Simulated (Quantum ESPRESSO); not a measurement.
A self-consistent single point of ZnS (F-43m, 2 atoms in the cell) with Quantum ESPRESSO.

Computed with PBE, GBRV 1.5 ultrasoft (PBE) pseudopotentials (plane waves; Quantum ESPRESSO).

The change in words: lattice scaled by 0.98. Reference geometry:
```
CELL_PARAMETERS angstrom
     -2.69018     0.00000     2.69018
      0.00000     2.69018     2.69018
     -2.69018     2.69018     0.00000
ATOMIC_POSITIONS crystal
  Zn 0.00000 0.00000 0.00000
  S  0.25000 0.25000 0.25000
```

Reference input (self-consistent single point, DFT, PBE, plane waves, GBRV 1.5 ultrasoft (PBE) pseudopotentials): ecutwfc = 50 Ry; ecutrho = 250 Ry; occupations = smearing; smearing = fermi-dirac; degauss = 0.000734986 Ry; potentials = {Zn: zn_pbe_v1.uspp.F.UPF, S: s_pbe_v1.4.uspp.F.UPF}; K_POINTS = automatic 11 11 11 0 0 0; conv_thr = 1e-10 Ry; mixing_beta = 0.3. This run's input differs from it in these lines:

```diff
@@ -10,3 +10,3 @@
   ibrav = 2
-  celldm(1) = 10.1674181902
+  celldm(1) = 9.9640685414
   nat = 2
```

Output (repeated stretches shortened):

```
     Self-consistent Calculation

     iteration #  1     ecut=    50.00 Ry     beta= 0.30

     Threshold (ethr) on eigenvalues was too large:
     Diagonalizing with lowered threshold

     total energy              =    -485.75518519 Ry
     estimated scf accuracy    <       0.10471268 Ry

     iteration #  2     ecut=    50.00 Ry     beta= 0.30

     total energy              =    -485.76461556 Ry
     estimated scf accuracy    <       0.01520547 Ry

     iteration #  3     ecut=    50.00 Ry     beta= 0.30

     total energy              =    -485.76530080 Ry
     estimated scf accuracy    <       0.00328386 Ry

   [... 8 blocks of this kind left out ...]

     iteration # 12     ecut=    50.00 Ry     beta= 0.30

     total energy              =    -485.76554421 Ry
     estimated scf accuracy    <          2.3E-10 Ry

     iteration # 13     ecut=    50.00 Ry     beta= 0.30
     End of self-consistent calculation

     the Fermi energy is     9.2457 ev

!    total energy              =    -485.76554421 Ry
     estimated scf accuracy    <          6.6E-11 Ry
     smearing contrib. (-TS)   =       0.00000000 Ry
     internal energy E=F+TS    =    -485.76554421 Ry

     convergence has been achieved in  13 iterations

     Forces acting on atoms (cartesian axes, Ry/au):

     atom    1 type  1   force =    -0.00000000   -0.00000000   -0.00000000
     atom    2 type  2   force =     0.00000000    0.00000000   -0.00000000

     Total force =     0.000000     Total SCF correction =     0.000000

          total   stress  (Ry/bohr**3)                   (kbar)     P=       80.31
   0.00054590  -0.00000000   0.00000000           80.31       -0.00        0.00
  -0.00000000   0.00054590  -0.00000000           -0.00       80.31       -0.00
   0.00000000  -0.00000000   0.00054590            0.00       -0.00       80.31

   JOB DONE.
```

The run converged in 13 iterations. Against the reference run the free energy goes up by 38.7 meV/atom, the pressure goes from 2.42 to 8.03 GPa and the gap on the mesh goes from 2.162 to 2.430 eV.

The starting cell comes from a database of computed structures (which also holds hypothetical and non-ambient phases and stackings), without a prior relaxation at this level. Its lattice was rescaled by a random factor within 2.5 % of one. For this run, on top of that: lattice scaled by 0.98. With a pressure of about 8 GPa the cell is away from its equilibrium volume at this level.
